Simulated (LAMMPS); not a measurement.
LAMMPS 22 Jul 2025, classical MD, EAM (W_zhou.eam.alloy): W, 11664 atoms.

```json
{
  "task": "MD, nve",
  "potential": "EAM, W_zhou.eam.alloy",
  "copies_of_the_repeat_unit": "18×18×18",
  "shape (slab and sphere leave vacuum in the box)": "bulk",
  "neighbor_skin": "2 Å",
  "neigh_modify": "every 1 delay 0 check yes",
  "newton": "on (default)",
  "atom_modify sort (bins of 2 Å where set)": "1000 (default)",
  "comm_style": "brick (default)",
  "box": "57.0 × 57.0 × 57.0 Å",
  "start": "generated bcc lattice, warmed in an untimed run"
}
```

All runs start from one configuration, warmed at this fixed volume for 1000 steps under a thermostat at 300 K. The run at the shortest step has a mean temperature of 300 K and a mean pressure of 1.0 GPa.

Each run covers about 2.0 ps at constant energy (mean temperature 300 K at the shortest step); σ is the standard deviation over the printed steps. Each setting ran once; only counts and results are compared.

Steps tried: 0.5 fs, 1 fs, 2 fs, 2.5 fs, 4 fs, 5 fs, 8 fs, 10 fs, 16 fs, 20 fs, 32 fs.

Problem. Up to which step does the ratio σ(E total)/σ(E kinetic) stay under 2 %, and what happens beyond?

Solution. 8 fs.

```json
[
 {"time step": "0.5 fs", "σ(E total)/σ(E kinetic)": "6.4e-5", "last minus first total energy (meV/atom)": "under 0.001", "mean temperature (K)": "300"},
 {"time step": "1 fs", "σ(E total)/σ(E kinetic)": "0.00025", "last minus first total energy (meV/atom)": "under 0.001", "mean temperature (K)": "300"},
 {"time step": "2 fs", "σ(E total)/σ(E kinetic)": "0.00099", "last minus first total energy (meV/atom)": "under 0.001", "mean temperature (K)": "300"},
 {"time step": "2.5 fs", "σ(E total)/σ(E kinetic)": "0.0015", "last minus first total energy (meV/atom)": "under 0.001", "mean temperature (K)": "300"},
 {"time step": "4 fs", "σ(E total)/σ(E kinetic)": "0.0040", "last minus first total energy (meV/atom)": "under 0.001", "mean temperature (K)": "300"},
 {"time step": "5 fs", "σ(E total)/σ(E kinetic)": "0.0062", "last minus first total energy (meV/atom)": "under 0.001", "mean temperature (K)": "299"},
 {"time step": "8 fs", "σ(E total)/σ(E kinetic)": "0.016", "last minus first total energy (meV/atom)": "under 0.001", "mean temperature (K)": "298"},
 {"time step": "10 fs", "σ(E total)/σ(E kinetic)": "0.025", "last minus first total energy (meV/atom)": "+0.0044", "mean temperature (K)": "297"},
 {"time step": "16 fs", "σ(E total)/σ(E kinetic)": "0.074", "last minus first total energy (meV/atom)": "+0.087", "mean temperature (K)": "291"},
 {"time step": "20 fs", "σ(E total)/σ(E kinetic)": "0.13", "last minus first total energy (meV/atom)": "+0.28", "mean temperature (K)": "286"},
 {"time step": "32 fs", "σ(E total)/σ(E kinetic)": "0.57", "last minus first total energy (meV/atom)": "+2.6", "mean temperature (K)": "264"}
]
```

The bar is a choice.
